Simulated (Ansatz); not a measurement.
## A computed series for ZrPt3: pressure series

The parent structure is ZrPt₃ (space group P6_3/mmc, No. 194; a cell from a computed database, its experimental status unchecked).

ZrPt3 is taken in the hexagonal space group P6₃/mmc (No. 194), Pearson symbol hP16. Conventional cell: a = 5.6537 Å, b = 5.6537 Å, c = 9.2339 Å, α = 90.00°, β = 90.00°, γ = 120.00°. Zr1 on 2a has 12 Pt at 2.827–2.847 Å and 6 Zr at 3.998 Å. Zr2 on 2c is surrounded by 12 Pt at 2.827 Å and 6 Zr at 3.998 Å. Pt1 on 6g is surrounded by 8 Pt at 2.817–2.827 Å and 4 Zr at 2.827 Å (cuboctahedral). Pt2 on 6h sees 8 Pt at 2.767–2.886 Å and 4 Zr at 2.827–2.847 Å (anticuboctahedral). (Neighbours: up to the widest gap in distance over summed covalent radii, below 1.35, at either atom.)

Cell and atoms are relaxed at each pressure.

Method: PBEsol/PAW in Ansatz (a quantum-chemistry and plane-wave program), no spin-orbit coupling.

Notes on the quantities. enthalpy: H = E + PV relative to the base's energy.

```json
[
 {"change": "base", "enthalpy": "–", "lattice parameter a": "5.654 Å"},
 {"change": "pressure −2 GPa", "enthalpy": "-0.20 eV/atom", "lattice parameter a": "5.669 Å"},
 {"change": "pressure −1 GPa", "enthalpy": "-0.10 eV/atom", "lattice parameter a": "5.661 Å"},
 {"change": "pressure 0.3 GPa", "enthalpy": "+0.03 eV/atom", "lattice parameter a": "5.651 Å"},
 {"change": "pressure 0.7 GPa", "enthalpy": "+0.07 eV/atom", "lattice parameter a": "5.648 Å"},
 {"change": "pressure 1.5 GPa", "enthalpy": "+0.15 eV/atom", "lattice parameter a": "5.643 Å"},
 {"change": "pressure 3 GPa", "enthalpy": "+0.30 eV/atom", "lattice parameter a": "5.632 Å"},
 {"change": "pressure 5 GPa", "enthalpy": "+0.49 eV/atom", "lattice parameter a": "5.618 Å"},
 {"change": "pressure 7.5 GPa", "enthalpy": "+0.74 eV/atom", "lattice parameter a": "5.601 Å"},
 {"change": "pressure 10 GPa", "enthalpy": "+0.98 eV/atom", "lattice parameter a": "5.585 Å"}
]
```

Load acts through the strain it causes; cell and atoms are relaxed under it. Stability against distortions was not tested. No other phases were tried under pressure. All final runs are without spin polarisation.
